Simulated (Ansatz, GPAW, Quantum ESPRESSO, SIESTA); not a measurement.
One structure in several programs: Sn₂Pt (Fm-3m, 3 atoms in the cell)

Self-consistent single point, at a second geometry (lattice scaled by 0.98). First geometry:

```
Sn2Pt
1.0
    0.00000     3.24309     3.24309
    3.24309     0.00000     3.24309
    3.24309     3.24309     0.00000
Sn Pt
2 1
Direct
  0.75000   0.75000   0.75000
  0.25000   0.25000   0.25000
  0.00000   0.00000   0.00000
```

Shared settings, as Ansatz (an electronic-structure program) writes them: kpoints.mp_grid.grid = 12 12 12; scf.occupations.method = gaussian; scf.occupations.width = 0.02 Ry. Potentials and cutoffs stand in the table.

| code | model | ΔF from the first geometry (meV/atom) | pressure (GPa) | cutoff |
|---|---|---|---|---|
| Quantum ESPRESSO | LDA (PZ), GBRV 1.5 ultrasoft (LDA) pseudopotentials | -6.2 | 2.47 | 40 Ry |
| GPAW | LDA (Perdew-Wang 92), GPAW PAW datasets LDA (gpaw-data 1.0.1) | -9.3 | 2.21 | 550 eV |
| SIESTA | LDA PW92, numerical atomic orbitals TZP, PseudoDojo LDA standard norm-conserving potentials (rewritten from UPF to PSML) | -2.1 | 3.57 | grid 300 Ry |
| Ansatz | LDA (PW92), PAW files made with PBE | -6.0 | 2.80 | 30.9 Ry |

On Ansatz's run: spin-orbit coupling is off. Spin polarisation is off.

The spread over the programs that give each value: ΔF from the first geometry within 7.2 meV/atom; pressure within 1.36 GPa.

SIESTA uses small atom-centred bases, whose incompleteness enters pressures, forces and empty levels differently from a plane-wave cutoff. Ansatz's pressure is given at a fixed set of plane waves, as the other plane-wave codes print theirs. The same LDA comes in different parametrisations, which differ slightly. In the pressure, SIESTA (by 1.10) lies more than 1 GPa from the median of the plane-wave programs.

The starting cell comes from a database of computed structures (which also holds hypothetical and non-ambient phases and stackings), without a prior relaxation at this level. For this run, on top of that: lattice scaled by 0.98.

Left out of this page: Elk and FLEUR (not drawn, or without a comparable value).

Keys are those of Ansatz 0.2.
